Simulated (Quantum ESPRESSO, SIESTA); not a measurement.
A Quantum ESPRESSO input for a self-consistent single point of BaSrI4 (R-3m, 6 atoms in the cell) (DFT, PBEsol, plane waves, PseudoDojo standard norm-conserving (PBESOL) pseudopotentials):

```fortran
&control
  calculation = 'scf'
  outdir = './work'
  pseudo_dir = './'
  verbosity = 'high'
  tprnfor = .true.
  tstress = .true.
/
&system
  ibrav = 0
  nat = 6
  ntyp = 3
  ecutwfc = 70
  occupations = 'fixed'
  nbnd = 28
/
&electrons
  conv_thr = 1.0d-10
  mixing_beta = 0.3
/
ATOMIC_SPECIES
Ba   137.3270  Ba.upf
Sr    87.6200  Sr.upf
I    126.9045  I.upf
CELL_PARAMETERS angstrom
   2.8763099832     1.6606383431     9.1765440000
  -2.8763099832     1.6606383431     9.1765440000
   0.0000000000    -3.3212766861     9.1765440000
ATOMIC_POSITIONS crystal
Ba    0.0000000000    0.0000000000    0.0000000000
Sr    0.5000000000    0.5000000000    0.5000000000
I     0.6228030000    0.6228030000    0.6228030000
I     0.3771970000    0.3771970000    0.3771970000
I     0.8709070000    0.8709070000    0.8709070000
I     0.1290930000    0.1290930000    0.1290930000
K_POINTS automatic
3 3 3  0 0 0
```

Q: Give the SIESTA input for the same structure, mesh, smearing and functional.

A: One input that does it (others would too):

```
# files in the folder: Ba.psml Sr.psml I.psml (PseudoDojo PBEsol standard)
SystemName  BaSrI4
SystemLabel BaSrI4

NumberOfAtoms                6
NumberOfSpecies              3
%block ChemicalSpeciesLabel
  1 56 Ba
  2 38 Sr
  3 53 I
%endblock ChemicalSpeciesLabel
LatticeConstant              1.0 Ang
%block LatticeVectors
     2.876310000    1.660638000    9.176544000
    -2.876310000    1.660638000    9.176544000
     0.000000000   -3.321277000    9.176544000
%endblock LatticeVectors
AtomicCoordinatesFormat      Fractional
%block AtomicCoordinatesAndAtomicSpecies
     0.000000000    0.000000000    0.000000000  1
     0.500000000    0.500000000    0.500000000  2
     0.622803000    0.622803000    0.622803000  3
     0.377197000    0.377197000    0.377197000  3
     0.870907000    0.870907000    0.870907000  3
     0.129093000    0.129093000    0.129093000  3
%endblock AtomicCoordinatesAndAtomicSpecies

XC.functional                GGA
XC.authors                   PBEsol
PAO.BasisSize                DZP
PAO.EnergyShift              0.01 Ry
MeshCutoff                   350 Ry
%block kgrid.MonkhorstPack
    3   0   0  0.0
    0   3   0  0.0
    0   0   3  0.0
%endblock kgrid.MonkhorstPack
OccupationFunction           FD
ElectronicTemperature        10 K

MaxSCFIterations             150
SCF.Mixer.Method             Broyden
SCF.Mixer.Weight             0.1
SCF.Mixer.History            6
SCF.DM.Tolerance             1.0E-05
Diag.ParallelOverK           true
WriteForces                  true
```

Basis settings and potentials, where a program has them, do not carry over. This input uses DFT, GGA PBEsol, numerical atomic orbitals DZP, PseudoDojo PBEsol standard norm-conserving potentials (rewritten from UPF to PSML).

The starting cell comes from a database of computed structures (which also holds hypothetical and non-ambient phases and stackings), without a prior relaxation at this level. For this run, on top of that: lattice scaled by 0.98.
